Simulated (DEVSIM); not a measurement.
Structure: TaN/AlN/p-GaSb capacitor, at 300 K.

Layer 1 from the left is AlN, thickness (nm) 24.0. Layer 2 from the left is GaSb, thickness (nm) 18000, Na (cm⁻³) 1.1e15.

Metal gate on the left, work function 4.4 eV. Fixed charge at the semiconductor interface -4.69e11 cm⁻² (in units of +e); no interface traps.

The device is made up for the run: typed textbook-type constants, with dimensions and the other settings drawn at random. Values at 300 K.

AlN: gap (eV) 6.1, affinity (eV) 1.9, permittivity 8.5. GaSb: gap (eV) 0.726, affinity (eV) 4.06, permittivity 15.7, Nc (cm⁻³) 2.1e17, Nv (cm⁻³) 1.8e19.

Simulated with DEVSIM: 1D Poisson equation in equilibrium, Boltzmann statistics, complete ionisation; no quantum confinement or tunnelling. Metal contacts follow the ideal Schottky-Mott rule: no Fermi-level pinning, no interface dipoles.

What does the simulation give for the threshold voltage (band bending 2φF), the flat-band voltage, the minimum of the low-frequency capacitance?

threshold voltage (band bending 2φF) 0.48 V; flat-band voltage 0.10 V; minimum of the low-frequency capacitance 0.0222 μF/cm².
